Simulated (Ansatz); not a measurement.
Take BP (space group P4_2/mnm, No. 136; a = 5.532 Å, c = 3.187 Å; a hypothetical phase, not in the database extracts checked) as the base. Axes: x, y, z lie along a, b, c of the conventional cell.

It is then changed as follows: biaxial strain −1.68 %, plane normal [001], relaxed out of plane (Cartesian); in-plane vectors clamped, the third vector and the atoms free.

Levels (all Ansatz, an electronic-structure program, PAW): PBEsol (420 eV, no spin-orbit coupling); r2SCAN (500 eV, no spin-orbit coupling); HSE06 (420 eV, scalar-relativistic without spin-orbit coupling).

One geometry, relaxed with PBEsol, under each level:

| level | band gap | lowest conduction level above the VBM at special points | pressure |
|---|---|---|---|
| PBEsol | 0.12 eV | Γ 0.74 eV; Z 1.31 eV; R 1.33 eV; A 1.53 eV | 45.7 kbar |
| r2SCAN | (withheld) | (withheld) | (withheld) |
| HSE06 | 0.90 eV | Γ 1.56 eV; Z 2.17 eV; R 2.16 eV | – |

Give the withheld r2SCAN results.


- r2SCAN, band gap: 0.36 eV
- r2SCAN, lowest conduction level above the VBM at special points: Γ 0.98 eV; Z 1.60 eV; R 1.59 eV; A 1.82 eV
- r2SCAN, pressure: 63.1 kbar

Single points use the geometry relaxed with PBEsol. Their cutoffs differ, which shifts pressures a little. HSE06 gaps are upper bounds (no full band path). Stability against distortions was not tested. A zero or small gap of BP can be the functional's error rather than a property of the material.
